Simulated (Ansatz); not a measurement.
Base system: CdSiP2 in the chalcopyrite structure (space group I-42d, No. 122).

```yaml
crystal:
  lattice:
    - [-2.82216, 2.82216, 5.25016]
    - [2.82216, -2.82216, 5.25016]
    - [2.82216, 2.82216, -5.25016]
  atoms:
    - { symbol: Cd, position: [0.75000, 0.25000, 0.50000] }
    - { symbol: Cd, position: [0.00000, 0.00000, 0.00000] }
    - { symbol: Si, position: [0.25000, 0.75000, 0.50000] }
    - { symbol: Si, position: [0.50000, 0.50000, 0.00000] }
    - { symbol: P, position: [0.16769, 0.12500, 0.54269] }
    - { symbol: P, position: [0.58231, 0.62500, 0.45731] }
    - { symbol: P, position: [0.37500, 0.83231, 0.95731] }
    - { symbol: P, position: [0.87500, 0.41769, 0.04269] }
```

Method: Kohn–Sham DFT with the PBEsol functional, run in Ansatz (a program for electronic structure) with PAW and 420 eV plane waves, without spin-orbit coupling, earlier PAW set.

Base values:

- Valence-band top at Γ: 0.00, -0.25, -0.25 eV
- Hole mass: 0.14 mₑ along c, 0.42 mₑ across (at Γ)
- Volume per atom: 20.91 Å³

One thing is altered: a hydrostatic pressure of 2.1 GPa.

Q: Estimate the effect on the valence-band top at Γ, hole mass and volume per atom.

A: The valence-band top at Γ (three highest levels, from the VBM) goes from 0.00, -0.25, -0.25 eV to 0.00, -0.26, -0.26 eV; the hole mass changes from 0.14 mₑ along c, 0.42 mₑ across (at Γ) to 0.15 mₑ along c, 0.41 mₑ across (at Γ); the volume per atom decreases by 0.50 Å³, from 20.91 Å³ to 20.41 Å³.

The levels and masses belong to the bands next to the band gap. Load acts through the strain it causes; cell and atoms are relaxed under it. Effective masses come from finite differences of ±0.01 Å⁻¹. Stability against distortions was not tested.
